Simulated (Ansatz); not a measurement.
Electronic density of states of amorphous Si28C28H10, density 2.50 g/cm³, on a 2×2×2 Γ-centred mesh with a Gaussian width of 0.1 eV; energies count from the Fermi level. Cell and mesh are small, so fine structure isn't converged. Computed with PBE, scalar-relativistic without spin-orbit coupling (plane waves to 420 eV, PAW; Ansatz, a first-principles code). Sampling: a 2×2×2 Γ-centred mesh; Fermi-Dirac width 0.05 eV; no spin polarisation. The levels at the Fermi energy are partly filled. A closed spacing in one fast-quenched cell at PBE doesn't show the material to be a metal.

It comes from a melt-quench run on a machine-learned potential (CHGNet), relaxed afterwards by DFT. The hot cell started wider than the set density and was brought back towards it in steps. It is the lowest in DFT energy of 2 quenches. It is a model cell: composition and starting density were chosen by hand, and all elements were melted together. No dispersion term was used. Its density started from a set value of 2.50 and ended at 2.50 g/cm³. The simulated quench (nominally 370 K/ps over its main leg) is rapid and tends to freeze in more defects than a deposited or slowly cooled glass has. A cell of this size samples the disorder only roughly. The volume was held where the preparation left it, at a PBE pressure of 4.2 GPa. Stress components on the final sampling reach 6.4 GPa. On a 2×2×2 Γ-centred mesh force components of up to 0.25 eV/Å stay, since the relaxation ran on one k-point at (1/4, 1/4, 1/4).

(E - EF (eV), states/(eV atom)): (-12.00, 0.10); (-11.90, 0.12); (-11.80, 0.13); (-11.70, 0.13); (-11.60, 0.09); (-11.50, 0.09); (-11.40, 0.09); (-11.30, 0.07); (-11.20, 0.11); (-11.10, 0.14); (-11.00, 0.11); (-10.90, 0.13); (-10.80, 0.09); (-10.70, 0.09); (-10.60, 0.12); (-10.50, 0.12); (-10.40, 0.06); (-10.30, 0.08); (-10.20, 0.15); (-10.10, 0.16); (-10.00, 0.16); (-9.90, 0.20); (-9.80, 0.20); (-9.70, 0.20); (-9.60, 0.20); (-9.50, 0.19); (-9.40, 0.24); (-9.30, 0.26); (-9.20, 0.21); (-9.10, 0.22); (-9.00, 0.19); (-8.90, 0.18); (-8.80, 0.20); (-8.70, 0.26); (-8.60, 0.26); (-8.50, 0.26); (-8.40, 0.25); (-8.30, 0.24); (-8.20, 0.23); (-8.10, 0.27); (-8.00, 0.30); (-7.90, 0.24); (-7.80, 0.23); (-7.70, 0.23); (-7.60, 0.28); (-7.50, 0.29); (-7.40, 0.24); (-7.30, 0.30); (-7.20, 0.30); (-7.10, 0.27); (-7.00, 0.28); (-6.90, 0.26); (-6.80, 0.30); (-6.70, 0.32); (-6.60, 0.27); (-6.50, 0.25); (-6.40, 0.25); (-6.30, 0.26); (-6.20, 0.26); (-6.10, 0.21); (-6.00, 0.22); (-5.90, 0.31); (-5.80, 0.33); (-5.70, 0.28); (-5.60, 0.27); (-5.50, 0.34); (-5.40, 0.35); (-5.30, 0.31); (-5.20, 0.34); (-5.10, 0.32); (-5.00, 0.25); (-4.90, 0.25); (-4.80, 0.35); (-4.70, 0.38); (-4.60, 0.34); (-4.50, 0.32); (-4.40, 0.30); (-4.30, 0.33); (-4.20, 0.32); (-4.10, 0.33); (-4.00, 0.38); (-3.90, 0.33); (-3.80, 0.32); (-3.70, 0.36); (-3.60, 0.37); (-3.50, 0.34); (-3.40, 0.37); (-3.30, 0.42); (-3.20, 0.39); (-3.10, 0.35); (-3.00, 0.29); (-2.90, 0.29); (-2.80, 0.33); (-2.70, 0.33); (-2.60, 0.33); (-2.50, 0.31); (-2.40, 0.28); (-2.30, 0.32); (-2.20, 0.30); (-2.10, 0.27); (-2.00, 0.31); (-1.90, 0.37); (-1.80, 0.34); (-1.70, 0.25); (-1.60, 0.21); (-1.50, 0.22); (-1.40, 0.26); (-1.30, 0.27); (-1.20, 0.19); (-1.10, 0.18); (-1.00, 0.20); (-0.90, 0.21); (-0.80, 0.24); (-0.70, 0.23); (-0.60, 0.24); (-0.50, 0.19); (-0.40, 0.14); (-0.30, 0.11); (-0.20, 0.10); (-0.10, 0.11); (0.00, 0.12); (0.10, 0.17); (0.20, 0.21); (0.30, 0.13); (0.40, 0.04); (0.50, 0.02); (0.60, 0.08); (0.70, 0.15); (0.80, 0.15); (0.90, 0.11); (1.00, 0.13); (1.10, 0.22); (1.20, 0.22); (1.30, 0.15); (1.40, 0.16); (1.50, 0.26); (1.60, 0.26); (1.70, 0.23); (1.80, 0.25); (1.90, 0.27); (2.00, 0.23); (2.10, 0.20); (2.20, 0.22); (2.30, 0.25); (2.40, 0.31); (2.50, 0.31); (2.60, 0.30); (2.70, 0.27); (2.80, 0.29); (2.90, 0.30)
